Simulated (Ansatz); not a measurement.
## Ge well of 9 atomic layers along [001] in random Si0.2Ge0.8, interfaces graded over 4 layers

Prepared with Tersoff's 1989 multicomponent potential (SiCGe.tersoff) (LAMMPS): minimisation. Geometry as solved with PBE, support functions at accuracy medium on the grid of 370 eV (Ansatz, a quantum-chemistry and plane-wave program).

```xyz
648
Lattice="17.11 0.00 0.00 0.00 17.11 0.00 0.00 0.00 51.49" Properties=species:S:1:pos:R:3 pbc="T T T"
Si    -0.07     0.02    -0.01
Ge     1.39     1.42     1.36
Si     2.82     2.85    -0.01
Ge     4.25     4.24     1.39
Ge     2.84     0.00     2.82
Ge     4.24     1.45     4.27
Ge     0.01     2.87     2.86
Si     1.43     4.24     4.29
Ge     0.01     0.04     5.71
Si     1.42     1.48     7.10
Si     2.79     2.85     5.68
Ge     4.24     4.25     7.06
Ge     2.82     0.04     8.50
Ge     4.27     1.44     9.95
Si     0.04     2.85     8.51
Si     1.41     4.24     9.91
Ge     0.00     0.04    11.39
Ge     1.45     1.46    12.82
Ge     2.86     2.92    11.37
Si     4.29     4.30    12.79
Ge     2.89     0.02    14.26
Si     4.29     1.45    15.64
Ge     0.01     2.87    14.26
Si     1.43     4.26    15.66
Ge     0.00    -0.01    17.11
Ge     1.42     1.44    18.53
Ge     2.85     2.85    17.04
Ge     4.27     4.26    18.52
Ge     2.84     0.00    19.97
Ge     4.27     1.42    21.43
Ge    -0.02     2.88    19.96
Ge     1.42     4.28    21.43
Ge     0.00     0.01    22.89
Ge     1.43     1.43    24.35
Ge     2.85     2.85    22.88
Ge     4.27     4.27    24.34
Ge     2.85     0.00    25.81
Ge     4.27     1.43    27.26
Ge    -0.01     2.84    25.80
Ge     1.42     4.28    27.24
Ge    -0.03    -0.03    28.72
Ge     1.39     1.42    30.15
Ge     2.83     2.85    28.70
Ge     4.27     4.29    30.14
Ge     2.84    -0.01    31.57
Ge     4.26     1.42    33.01
Ge    -0.04     2.85    31.60
Ge     1.41     4.30    33.02
Ge    -0.01     0.04    34.42
Ge     1.41     1.44    35.93
Ge     2.83     2.85    34.45
Ge     4.27     4.28    35.85
Si     2.86     0.03    37.31
Si     4.25     1.41    38.67
Si    -0.05     2.86    37.30
Ge     1.37     4.29    38.68
Ge    -0.03     0.03    40.09
Ge     1.42     1.44    41.54
Ge     2.85     2.85    40.07
Ge     4.26     4.28    41.54
Ge     2.85     0.02    42.99
Si     4.23     1.46    44.40
Ge     0.02     2.89    43.00
Si     1.46     4.26    44.41
Si    -0.01     0.01    45.77
Ge     1.41     1.43    47.15
Si     2.84     2.86    45.75
Ge     4.27     4.29    47.14
Ge     2.83     0.03    48.64
Ge     4.25     1.47    50.08
Ge    -0.04     2.80    48.66
Ge     1.43     4.24    50.06
Ge    -0.02     5.69    -0.04
Ge     1.41     7.10     1.42
Ge     2.82     8.55    -0.04
Ge     4.26     9.99     1.39
Ge     2.83     5.65     2.87
Ge     4.27     7.13     4.25
Ge    -0.04     8.52     2.85
Ge     1.40     9.99     4.25
Ge    -0.03     5.68     5.63
Ge     1.41     7.12     7.08
Ge     2.86     8.58     5.68
Ge     4.28    10.03     7.13
Ge     2.81     5.67     8.53
Ge     4.29     7.07     9.98
Ge    -0.02     8.56     8.50
Ge     1.44     9.98     9.92
Ge     0.01     5.65    11.32
Ge     1.41     7.10    12.78
Ge     2.86     8.54    11.38
Ge     4.25    10.01    12.84
Ge     2.84     5.65    14.23
Ge     4.28     7.10    15.66
Ge    -0.01     8.56    14.20
Ge     1.45    10.00    15.62
Ge     0.02     5.65    17.10
Ge     1.42     7.12    18.54
Ge     2.85     8.55    17.09
Ge     4.27     9.97    18.55
Ge     2.86     5.70    19.98
Ge     4.28     7.12    21.44
Ge     0.00     8.55    19.99
Ge     1.42     9.98    21.44
Ge     0.00     5.70    22.89
Ge     1.43     7.13    24.34
Ge     2.85     8.55    22.89
Ge     4.28     9.98    24.34
Ge     2.85     5.70    25.79
Ge     4.27     7.13    27.24
Ge     0.00     8.55    25.79
Ge     1.42     9.98    27.24
Ge     0.00     5.70    28.70
Ge     1.42     7.13    30.14
Ge     2.85     8.55    28.69
Ge     4.28     9.97    30.14
Ge     2.87     5.73    31.60
Si     4.24     7.15    33.03
Ge    -0.01     8.53    31.60
Ge     1.46     9.94    33.04
Ge    -0.02     5.71    34.49
Si     1.44     7.16    35.82
Si     2.86     8.50    34.44
Ge     4.28     9.91    35.86
Ge     2.82     5.74    37.24
Ge     4.28     7.16    38.67
Ge     0.05     8.56    37.26
Si     1.43    10.00    38.68
Si     0.01     5.70    40.13
Ge     1.40     7.13    41.56
Ge     2.82     8.58    40.09
Ge     4.25    10.00    41.53
Ge     2.85     5.70    43.02
Si     4.29     7.11    44.42
Si     0.03     8.56    42.99
Si     1.42     9.95    44.34
Ge     0.02     5.66    45.81
Ge     1.40     7.16    47.25
Ge     2.86     8.57    45.77
Si     4.27     9.95    47.21
Ge     2.85     5.69    48.62
Ge     4.29     7.13    50.03
Si     0.00     8.59    48.66
Si     1.40     9.95    50.04
Ge     0.04    11.38    -0.01
Si     1.41    12.83     1.42
Ge     2.81    14.25     0.02
Ge     4.30    15.68     1.43
Ge     2.83    11.43     2.82
Ge     4.32    12.81     4.28
Ge    -0.04    14.26     2.79
Ge     1.40    15.68     4.25
Ge    -0.03    11.45     5.65
Ge     1.45    12.81     7.12
Ge     2.86    14.25     5.67
Ge     4.27    15.70     7.09
Si     2.84    11.41     8.53
Ge     4.24    12.84     9.94
Ge     0.01    14.24     8.54
Ge     1.43    15.68     9.98
Ge    -0.02    11.39    11.38
Ge     1.46    12.84    12.78
Si     2.85    14.26    11.36
Ge     4.25    15.66    12.78
Si     2.84    11.43    14.23
Ge     4.22    12.84    15.67
Ge     0.02    14.27    14.23
Ge     1.46    15.67    15.70
Ge     0.02    11.41    17.10
Ge     1.45    12.86    18.53
Si     2.85    14.25    17.10
Ge     4.25    15.67    18.50
Ge     2.85    11.41    19.99
Ge     4.28    12.84    21.44
Ge     0.01    14.25    19.99
Ge     1.43    15.69    21.44
Ge     0.00    11.40    22.89
Ge     1.42    12.83    24.34
Ge     2.85    14.26    22.89
Ge     4.27    15.68    24.35
Ge     2.85    11.40    25.79
Ge     4.27    12.82    27.24
Ge     0.00    14.26    25.79
Ge     1.42    15.68    27.25
Ge    -0.01    11.40    28.69
Ge     1.41    12.83    30.14
Ge     2.85    14.25    28.69
Ge     4.28    15.68    30.12
Ge     2.84    11.40    31.57
Ge     4.27    12.83    33.01
Ge    -0.06    14.25    31.57
Ge     1.40    15.67    33.01
Ge     0.00    11.43    34.42
Si     1.41    12.81    35.85
Ge     2.82    14.23    34.47
Ge     4.25    15.69    35.92
Ge     2.82    11.39    37.26
Ge     4.28    12.83    38.69
Ge     0.04    14.26    37.24
Ge     1.45    15.71    38.69
Ge     0.05    11.40    40.12
Si     1.38    12.86    41.56
Ge     2.82    14.24    40.15
Ge     4.28    15.68    41.55
Ge     2.78    11.42    42.95
Ge     4.27    12.82    44.37
Si    -0.02    14.23    42.94
Ge     1.36    15.67    44.36
Ge     0.01    11.39    45.73
Ge     1.44    12.79    47.21
Ge     2.84    14.27    45.79
Ge     4.27    15.70    47.22
Ge     2.85    11.32    48.65
Ge     4.26    12.82    50.07
Ge     0.00    14.26    48.63
Ge     1.38    15.72    50.09
Ge     5.72     0.05     0.01
Si     7.15     1.43     1.41
Ge     8.60     2.86     0.02
Si    10.01     4.32     1.41
Ge     8.51     0.00     2.83
Ge     9.99     1.44     4.21
Ge     5.72     2.83     2.80
Ge     7.17     4.30     4.20
Ge     5.72    -0.02     5.64
Ge     7.15     1.43     7.08
Ge     8.58     2.87     5.66
Ge     9.98     4.28     7.14
Ge     8.60     0.04     8.54
Si     9.98     1.46     9.98
Ge     5.70     2.85     8.51
Ge     7.12     4.25    10.01
Ge     5.70     0.00    11.37
Ge     7.17     1.43    12.80
Si     8.57     2.81    11.36
Ge     9.97     4.24    12.76
Si     8.55     0.01    14.22
Ge     9.95     1.41    15.63
Ge     5.69     2.88    14.23
Si     7.11     4.27    15.64
Ge     5.67     0.04    17.06
Ge     7.11     1.43    18.53
Ge     8.52     2.87    17.06
Ge     9.96     4.27    18.54
Ge     8.55     0.01    19.98
Ge     9.97     1.43    21.45
Ge     5.69     2.85    19.99
Ge     7.12     4.27    21.44
Ge     5.70     0.00    22.90
Ge     7.12     1.43    24.35
Ge     8.55     2.85    22.90
Ge     9.98     4.28    24.33
Ge     8.56     0.00    25.80
Ge     9.99     1.44    27.25
Ge     5.70     2.85    25.80
Ge     7.14     4.28    27.25
Ge     5.72     0.01    28.69
Ge     7.15     1.44    30.14
Ge     8.58     2.88    28.71
Si     9.99     4.26    30.14
Ge     8.59     0.03    31.60
Si    10.00     1.44    33.01
Ge     5.70     2.85    31.58
Ge     7.14     4.30    33.00
Ge     5.69    -0.02    34.44
Ge     7.14     1.41    35.86
Ge     8.59     2.84    34.41
Ge    10.03     4.26    35.86
Ge     8.59    -0.04    37.27
Ge    10.03     1.44    38.67
Ge     5.67     2.82    37.29
Ge     7.11     4.26    38.70
Ge     5.68     0.01    40.08
Ge     7.13     1.40    41.56
Ge     8.56     2.84    40.12
Ge    10.01     4.26    41.55
Si     8.55     0.00    42.96
Ge     9.97     1.41    44.36
Ge     5.67     2.84    42.99
Ge     7.09     4.34    44.39
Ge     5.67     0.04    45.77
Ge     7.14     1.43    47.22
Ge     8.55     2.88    45.79
Ge     9.96     4.32    47.25
Ge     8.59     0.03    48.68
Si     9.99     1.44    50.09
Ge     5.70     2.88    48.62
Ge     7.16     4.30    50.04
Ge     5.71     5.71     0.00
Ge     7.19     7.12     1.41
Si     8.57     8.53    -0.02
Ge     9.95     9.96     1.38
Si     8.61     5.67     2.78
Ge     9.98     7.09     4.20
Ge     5.71     8.56     2.82
Ge     7.10    10.03     4.29
Ge     5.70     5.69     5.65
Ge     7.13     7.12     7.10
Ge     8.56     8.55     5.65
Ge    10.00    10.01     7.05
Ge     8.54     5.71     8.56
Ge     9.98     7.16     9.97
Ge     5.70     8.54     8.54
Ge     7.15     9.96     9.97
Si     5.68     5.66    11.41
Ge     7.11     7.11    12.75
Si     8.55     8.53    11.38
Ge     9.94     9.94    12.78
Ge     8.52     5.66    14.22
Ge     9.96     7.10    15.66
Ge     5.69     8.55    14.23
Ge     7.12     9.98    15.67
Ge     5.73     5.67    17.08
Ge     7.13     7.12    18.55
Ge     8.55     8.55    17.11
Ge     9.99     9.97    18.55
Ge     8.55     5.70    20.00
Ge     9.98     7.13    21.44
Ge     5.70     8.54    20.00
Ge     7.13     9.98    21.44
Ge     5.70     5.70    22.90
Ge     7.13     7.13    24.34
Ge     8.56     8.55    22.89
Ge     9.98     9.97    24.35
Ge     8.56     5.70    25.79
Ge     9.98     7.11    27.27
Ge     5.71     8.55    25.79
Ge     7.14     9.98    27.24
Ge     5.70     5.71    28.69
Ge     7.12     7.13    30.15
Ge     8.56     8.56    28.70
Ge    10.00     9.98    30.15
Ge     8.60     5.68    31.54
Ge     9.99     7.14    33.01
Ge     5.69     8.55    31.63
Si     7.12     9.98    33.00
Ge     5.67     5.74    34.41
Ge     7.10     7.16    35.87
Ge     8.52     8.58    34.41
Ge     9.98     9.98    35.85
Ge     8.55     5.69    37.26
Ge     9.95     7.15    38.70
Si     5.72     8.58    37.31
Si     7.12     9.93    38.70
Ge     5.70     5.72    40.12
Ge     7.15     7.16    41.51
Si     8.53     8.58    40.08
Ge     9.95     9.93    41.53
Ge     8.59     5.73    42.97
Si    10.02     7.14    44.36
Ge     5.66     8.52    42.97
Ge     7.10     9.96    44.39
Si     5.70     5.75    45.80
Si     7.13     7.07    47.20
Ge     8.55     8.48    45.78
Ge     9.98     9.94    47.22
Si     8.52     5.73    48.63
Ge     9.97     7.08    50.08
Ge     5.72     8.54    48.57
Ge     7.15     9.94    50.07
Ge     5.75    11.42     0.02
Si     7.16    12.83     1.42
Ge     8.56    14.24     0.01
Ge    10.00    15.67     1.45
Ge     8.57    11.45     2.85
Si    10.02    12.84     4.26
Ge     5.77    14.24     2.84
Si     7.14    15.67     4.25
Si     5.71    11.43     5.72
Si     7.10    12.82     7.06
Ge     8.54    14.23     5.65
Ge     9.99    15.68     7.09
Ge     8.53    11.43     8.48
Ge     9.98    12.85     9.93
Ge     5.71    14.24     8.49
Ge     7.14    15.69     9.93
Ge     5.69    11.40    11.37
Ge     7.12    12.83    12.81
Ge     8.55    14.27    11.38
Ge     9.97    15.72    12.82
Ge     8.55    11.40    14.23
Ge     9.98    12.84    15.67
Ge     5.68    14.26    14.24
Ge     7.13    15.73    15.63
Ge     5.68    11.41    17.10
Ge     7.12    12.84    18.54
Ge     8.54    14.28    17.10
Ge     9.99    15.69    18.55
Ge     8.55    11.41    19.99
Ge     9.98    12.83    21.45
Ge     5.69    14.27    19.98
Ge     7.12    15.69    21.44
Ge     5.71    11.41    22.89
Ge     7.13    12.83    24.34
Ge     8.55    14.26    22.89
Ge     9.98    15.69    24.35
Ge     8.56    11.41    25.79
Ge     9.99    12.83    27.25
Ge     5.70    14.25    25.79
Ge     7.13    15.68    27.24
Ge     5.70    11.40    28.68
Ge     7.13    12.82    30.13
Ge     8.55    14.26    28.69
Ge     9.98    15.69    30.13
Ge     8.53    11.37    31.59
Ge     9.98    12.81    33.01
Ge     5.71    14.26    31.57
Ge     7.15    15.68    33.01
Ge     5.71    11.37    34.42
Ge     7.09    12.84    35.89
Ge     8.58    14.26    34.47
Si    10.00    15.70    35.84
Ge     8.52    11.38    37.32
Ge     9.94    12.86    38.73
Si     5.68    14.26    37.29
Ge     7.12    15.63    38.70
Ge     5.75    11.39    40.10
Si     7.15    12.83    41.50
Si     8.52    14.24    40.14
Ge     9.92    15.69    41.53
Ge     8.52    11.41    42.93
Ge     9.97    12.83    44.38
Ge     5.74    14.22    42.92
Ge     7.13    15.71    44.35
Ge     5.66    11.38    45.83
Ge     7.12    12.83    47.23
Ge     8.55    14.28    45.81
Ge    10.03    15.68    47.26
Ge     8.58    11.39    48.64
Ge    10.03    12.85    50.03
Ge     5.69    14.27    48.65
Ge     7.14    15.69    50.08
Ge    11.41     0.04    -0.01
Si    12.86     1.45     1.36
Si    14.26     2.81    -0.01
Ge    15.65     4.26     1.40
Ge    14.25     0.02     2.77
Ge    15.65     1.45     4.28
Ge    11.44     2.86     2.76
Ge    12.86     4.25     4.27
Ge    11.42     0.00     5.65
Ge    12.84     1.45     7.09
Si    14.26     2.86     5.70
Ge    15.67     4.25     7.13
Ge    14.25     0.00     8.55
Ge    15.70     1.48     9.93
Ge    11.42     2.86     8.59
Si    12.88     4.27     9.96
Ge    11.40     0.02    11.34
Ge    12.89     1.43    12.76
Si    14.26     2.88    11.34
Ge    15.67     4.25    12.77
Si    14.26     0.03    14.22
Ge    15.67     1.41    15.65
Ge    11.42     2.83    14.21
Ge    12.83     4.27    15.67
Ge    11.40     0.02    17.10
Ge    12.83     1.44    18.55
Ge    14.28     2.87    17.13
Si    15.70     4.27    18.53
Ge    14.25     0.00    20.00
Ge    15.69     1.43    21.43
Ge    11.39     2.85    19.99
Ge    12.84     4.28    21.43
Ge    11.40     0.00    22.89
Ge    12.83     1.42    24.34
Ge    14.26     2.85    22.89
Ge    15.68     4.27    24.35
Ge    14.26     0.00    25.80
Ge    15.67     1.42    27.26
Ge    11.41     2.85    25.79
Ge    12.82     4.28    27.24
Ge    11.41     0.00    28.69
Ge    12.83     1.43    30.14
Ge    14.25     2.87    28.69
Ge    15.65     4.30    30.16
Ge    14.30     0.02    31.57
Si    15.68     1.43    33.02
Ge    11.38     2.85    31.58
Ge    12.86     4.29    32.98
Ge    11.40     0.05    34.45
Si    12.82     1.47    35.86
Ge    14.28     2.84    34.45
Si    15.71     4.24    35.87
Ge    14.25     0.06    37.26
Si    15.69     1.46    38.66
Si    11.44     2.83    37.25
Ge    12.82     4.25    38.66
Ge    11.43     0.02    40.15
Si    12.89     1.39    41.55
Ge    14.27     2.81    40.10
Ge    15.70     4.29    41.51
Si    14.27     0.03    42.94
Ge    15.65     1.42    44.40
Ge    11.47     2.81    42.94
Ge    12.86     4.24    44.42
Ge    11.45     0.04    45.83
Si    12.84     1.48    47.22
Si    14.23     2.82    45.84
Ge    15.64     4.24    47.22
Ge    14.25     0.06    48.63
Si    15.66     1.42    50.11
Ge    11.40     2.84    48.67
Ge    12.83     4.27    50.13
Si    11.40     5.70     0.03
Si    12.82     7.12     1.36
Si    14.23     8.51     0.01
Ge    15.64     9.94     1.40
Ge    14.23     5.74     2.81
Si    15.67     7.11     4.24
Ge    11.43     8.53     2.78
Ge    12.80     9.98     4.27
Ge    11.40     5.68     5.68
Ge    12.86     7.07     7.13
Ge    14.26     8.51     5.67
Ge    15.65    10.01     7.09
Si    14.24     5.64     8.55
Ge    15.66     7.09     9.92
Ge    11.42     8.57     8.51
Ge    12.87    10.00     9.93
Ge    11.44     5.68    11.34
Ge    12.84     7.13    12.80
Ge    14.29     8.57    11.38
Si    15.70     9.97    12.79
Ge    14.27     5.70    14.22
Ge    15.70     7.11    15.67
Ge    11.39     8.54    14.23
Ge    12.84     9.97    15.65
Ge    11.40     5.70    17.11
Ge    12.84     7.12    18.55
Ge    14.27     8.55    17.10
Ge    15.69     9.98    18.54
Ge    14.29     5.67    19.96
Ge    15.68     7.12    21.44
Ge    11.41     8.55    20.00
Ge    12.84     9.98    21.44
Ge    11.42     5.70    22.89
Ge    12.83     7.13    24.35
Ge    14.26     8.55    22.89
Ge    15.68     9.98    24.35
Ge    14.26     5.71    25.80
Ge    15.69     7.13    27.25
Ge    11.40     8.55    25.81
Ge    12.83     9.97    27.26
Ge    11.39     5.67    28.73
Ge    12.85     7.10    30.17
Ge    14.26     8.54    28.71
Ge    15.68     9.98    30.16
Si    14.26     5.70    31.58
Ge    15.62     7.11    33.03
Ge    11.46     8.57    31.60
Si    12.87     9.95    33.04
Ge    11.46     5.73    34.45
Si    12.88     7.15    35.83
Si    14.21     8.55    34.43
Ge    15.66     9.95    35.81
Ge    14.28     5.69    37.22
Ge    15.73     7.10    38.70
Ge    11.44     8.52    37.25
Ge    12.84     9.97    38.70
Ge    11.40     5.70    40.11
Ge    12.80     7.14    41.57
Ge    14.28     8.54    40.14
Ge    15.74     9.96    41.57
Ge    14.26     5.70    42.97
Ge    15.73     7.13    44.37
Si    11.37     8.54    42.97
Ge    12.82     9.94    44.36
Ge    11.41     5.74    45.80
Si    12.82     7.11    47.22
Ge    14.25     8.51    45.83
Ge    15.70     9.97    47.22
Ge    14.22     5.72    48.63
Ge    15.67     7.18    50.04
Ge    11.43     8.50    48.64
Ge    12.86     9.93    50.09
Ge    11.42    11.40    -0.01
Ge    12.81    12.87     1.46
Ge    14.26    14.31     0.02
Si    15.70    15.73     1.38
Ge    14.27    11.42     2.86
Si    15.69    12.85     4.23
Si    11.37    14.24     2.87
Ge    12.82    15.66     4.21
Si    11.39    11.44     5.64
Ge    12.84    12.79     7.07
Ge    14.29    14.24     5.63
Ge    15.69    15.68     7.11
Si    14.24    11.41     8.50
Ge    15.64    12.81     9.93
Ge    11.45    14.28     8.52
Si    12.82    15.71     9.94
Ge    11.39    11.39    11.36
Ge    12.82    12.83    12.79
Ge    14.22    14.30    11.35
Ge    15.66    15.72    12.82
Ge    14.28    11.38    14.19
Ge    15.69    12.83    15.65
Ge    11.41    14.28    14.24
Ge    12.86    15.73    15.64
Ge    11.41    11.41    17.10
Ge    12.84    12.84    18.54
Ge    14.26    14.27    17.09
Ge    15.68    15.68    18.56
Ge    14.26    11.41    19.99
Ge    15.69    12.83    21.44
Ge    11.41    14.26    20.00
Ge    12.83    15.68    21.45
Ge    11.41    11.40    22.89
Ge    12.83    12.83    24.34
Ge    14.26    14.26    22.89
Ge    15.68    15.69    24.34
Ge    14.25    11.40    25.81
Ge    15.68    12.84    27.25
Ge    11.41    14.26    25.79
Ge    12.84    15.68    27.25
Ge    11.42    11.41    28.70
Ge    12.85    12.83    30.16
Ge    14.28    14.28    28.73
Si    15.68    15.69    30.15
Ge    14.26    11.39    31.64
Si    15.68    12.82    33.00
Ge    11.40    14.26    31.57
Ge    12.84    15.70    33.00
Ge    11.44    11.37    34.41
Ge    12.83    12.83    35.85
Ge    14.28    14.24    34.40
Ge    15.68    15.69    35.84
Ge    14.27    11.40    37.27
Ge    15.72    12.83    38.69
Ge    11.38    14.29    37.25
Ge    12.84    15.70    38.69
Ge    11.39    11.39    40.13
Ge    12.84    12.83    41.54
Ge    14.27    14.26    40.11
Ge    15.68    15.69    41.57
Ge    14.29    11.41    42.98
Si    15.72    12.84    44.35
Ge    11.40    14.28    42.95
Ge    12.87    15.72    44.34
Ge    11.40    11.39    45.80
Ge    12.83    12.85    47.22
Ge    14.31    14.25    45.76
Ge    15.71    15.73    47.19
Ge    14.26    11.40    48.66
Ge    15.68    12.84    50.09
Si    11.43    14.26    48.63
Ge    12.82    15.69    50.03
```
